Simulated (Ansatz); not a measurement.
**GaN: pressure series**

The parent structure is GaN in the zinc blende structure (space group F-43m, No. 216; a = 4.455 Å).

Cell and atoms are relaxed at each pressure.

All numbers come from LDA (Ansatz, a program for electronic structure), scalar-relativistic without spin-orbit coupling.

```json
[
 {"variant": "base", "band gap": "1.96 eV", "density": "6.29 g/cm³", "electron mass": "0.18 mₑ (at Γ)"},
 {"variant": "pressure −2 GPa", "band gap": "1.89 eV", "density": "6.23 g/cm³", "electron mass": "0.17 mₑ (at Γ)"},
 {"variant": "pressure −1 GPa", "band gap": "1.92 eV", "density": "6.26 g/cm³", "electron mass": "0.17 mₑ (at Γ)"},
 {"variant": "pressure 0.9 GPa", "band gap": "1.98 eV", "density": "6.32 g/cm³", "electron mass": "0.18 mₑ (at Γ)"},
 {"variant": "pressure 2.1 GPa", "band gap": "2.02 eV", "density": "6.35 g/cm³", "electron mass": "0.18 mₑ (at Γ)"},
 {"variant": "pressure 4.5 GPa", "band gap": "2.09 eV", "density": "6.42 g/cm³", "electron mass": "0.19 mₑ (at Γ)"},
 {"variant": "pressure 9 GPa", "band gap": "2.22 eV", "density": "(withheld)", "electron mass": "0.20 mₑ (at Γ)"},
 {"variant": "pressure 15 GPa", "band gap": "2.37 eV", "density": "(withheld)", "electron mass": "(withheld)"},
 {"variant": "pressure 22.5 GPa", "band gap": "(withheld)", "density": "6.89 g/cm³", "electron mass": "0.22 mₑ (at Γ)"},
 {"variant": "pressure 30 GPa", "band gap": "2.70 eV", "density": "7.06 g/cm³", "electron mass": "0.23 mₑ (at Γ)"}
]
```

**Question.** Complete the table.

**Answer.** 
- pressure 9 GPa, density: 6.55 g/cm³
- pressure 15 GPa, density: 6.71 g/cm³
- pressure 15 GPa, electron mass: 0.21 mₑ (at Γ)
- pressure 22.5 GPa, band gap: 2.55 eV

Load acts through the strain it causes; cell and atoms are relaxed under it. Effective masses come from finite differences of ±0.01 Å⁻¹. Whether these cells are dynamically stable was not tested. Tetrahedral semiconductors of this kind turn to denser phases somewhere between about 1 and 50 GPa; those were not computed, so compressed cells here can lie past the real transition. This is not the structure that GaN has at room temperature and ambient pressure.
